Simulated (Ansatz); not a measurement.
Consider SiO2 (space group P3_121, No. 152; a = 4.9494 Å, c = 5.4419 Å). Axes: x lies along a and z along c of the hexagonal cell.

Perturbation: tensile biaxial strain of 1.29 % in the plane normal to [001], as in epitaxy on a mismatched substrate; the out-of-plane cell vector and the atoms relax.

Method: PBEsol/PAW in Ansatz (a first-principles code), scalar-relativistic without spin-orbit coupling.

Base, band edges from the VBM (valence, conduction): K 0.00, 8.61; H -0.57, 8.61; M -0.04, 7.95; L -0.19, 8.54; A -0.09, 7.67; Γ -0.31, 5.72 eV.

Give the band edges at the high-symmetry points of the new zone, measured from its valence-band maximum.


| point | valence edge (eV) | conduction edge (eV) |
|---|---|---|
| Γ | -0.35 | 5.66 |
| M | -0.02 | 7.83 |
| K | 0.00 | 8.53 |
| A | -0.11 | 7.58 |
| L | -0.22 | 8.44 |
| H | -0.60 | 8.51 |

The gap is 5.66 eV, indirect, K → Γ.

No phonon test of stability was made.
